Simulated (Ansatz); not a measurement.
The structure below was relaxed with PBE (Ansatz, an electronic-structure program, PAW, spin-orbit coupling left out), at pressure 18 GPa.

Space group Fm-3m (No. 225); a = b = c = 5.7535 Å, α = β = γ = 90.00°

```json
[
 {"atom": "Se", "site": "4a", "symmetry": "m-3m", "x": "0.0000", "y": "0.0000", "z": "0.0000"},
 {"atom": "Pb", "site": "4b", "symmetry": "m-3m", "x": "0.5000", "y": "0.5000", "z": "0.5000"}
]
```

Task: Write out a cell with all atoms.

Result: 
```xyz
8
Lattice="5.7535 0.0000 0.0000 0.0000 5.7535 0.0000 0.0000 0.0000 5.7535" Properties=species:S:1:pos:R:3 pbc="T T T"
Se     0.0000     0.0000     0.0000
Pb     2.8767     0.0000     0.0000
Se     0.0000     2.8767     2.8767
Pb     2.8767     2.8767     2.8767
Se     2.8767     0.0000     2.8767
Pb     0.0000     0.0000     2.8767
Se     2.8767     2.8767     0.0000
Pb     0.0000     2.8767     0.0000
```
This is the conventional cell.

Load acts through the strain it causes; cell and atoms are relaxed under it. Whether these cells are dynamically stable was not tested. Competing high-pressure phases were not computed. The final runs are not spin-polarised. The cell was made from PbSe in the rock salt structure (space group Fm-3m, No. 225) by this change: pressure 18 GPa.
